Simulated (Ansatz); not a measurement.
# Carrier properties of BaBAsO5 (P3_121)

Consider the following.

```
BaAsBO5
1.0
    7.29270     0.00000     0.00000
   -3.64635     6.31567     0.00000
    0.00000     0.00000     7.09915
Ba B As O
3 3 3 15
Direct
  0.38840   0.38840   0.50000
  0.61160   0.00000   0.83333
  0.00000   0.61160   0.16667
  0.90229   0.90229   0.50000
  0.09771   0.00000   0.83333
  0.00000   0.09771   0.16667
  0.60249   0.00000   0.33333
  0.00000   0.60249   0.66667
  0.39751   0.39751   0.00000
  0.97152   0.97152   0.00000
  0.02848   0.00000   0.33333
  0.00000   0.02848   0.66667
  0.56286   0.15000   0.48535
  0.85000   0.41286   0.81868
  0.58714   0.43714   0.15202
  0.15000   0.56286   0.51465
  0.41286   0.85000   0.18132
  0.43714   0.58714   0.84798
  0.14627   0.82113   0.81164
  0.17887   0.32514   0.14497
  0.67486   0.85373   0.47830
  0.82113   0.14627   0.18836
  0.32514   0.17887   0.85503
  0.85373   0.67486   0.52170
```

These are PBEsol, rigid bands (plane waves, PAW, scalar-relativistic; Ansatz, a first-principles code) values and carry that method's errors. Cell: cell and atoms relaxed with PBEsol.

- band gap = 3.72 eV
- electron conductivity mass (300 K, dilute) = 0.51 (x), 0.51 (y), 0.66 (z) mₑ
- effective density of states N_c (300 K) = 1.0e19 cm⁻³
- density-of-states mass, electrons = 0.56 mₑ
- Seebeck coefficient, n-type 1e19 cm⁻³, 300 K = -223 μV/K
- best n-type power factor at 300 K for τ = 10 fs (best axis; densities from 1e16 to 1e21 cm⁻³ tried, whether or not they can be reached) = 3.2 μW/(cm·K²) at 3e19 cm⁻³

Rigid bands; masses and Seebeck coefficients take one relaxation time τ for all states and one kind of carrier; polarons and phonon drag are left out. Spin-orbit coupling is left out.

Computed structure with no diffraction record at hand here (it may be known, metastable or hypothetical): BaBAsO5 (P3_121).
